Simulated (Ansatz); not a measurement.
MgS (model structure, started from the litharge type, P4/nmm, No. 129, 4 atoms in the cell) was calculated with LDA (Ansatz, a quantum-chemistry and plane-wave program, PAW).

Run with plane-wave cutoff 520 eV, 12×12×14 k mesh (along the axes of the cell as run), Fermi–Dirac smearing 0.05 eV, scalar-relativistic PAW data made under PBE.

Cell (relaxed with PBE-D3(BJ)):

```
CELL_PARAMETERS angstrom
      4.88789     0.00000     0.00000
      0.00000     4.88789     0.00000
      0.00000     0.00000     4.14452
ATOMIC_POSITIONS crystal
  Mg 0.50000 0.00000 0.07260
  Mg 0.00000 0.50000 0.92740
  S  0.00000 0.00000 0.00000
  S  0.50000 0.50000 0.00000
```

Problem. Give the computed band gap.

Solution. 
- band gap: 1.35 eV (on the SCF k mesh)

Note: the relaxation could raise the start's symmetry but not lower it, so the cell can be a saddle point; cell and atoms aren't relaxed at this level (largest force component 0.06 eV/Å, pressure -1.0 GPa).

The computed numbers hold no vibrational or temperature effects.

Computing time: very roughly 30 core-seconds.

A model structure was made by putting elements into a prototype or built by hand; it is no filed structure, need not be a known phase, and can be a saddle point held by its symmetry.
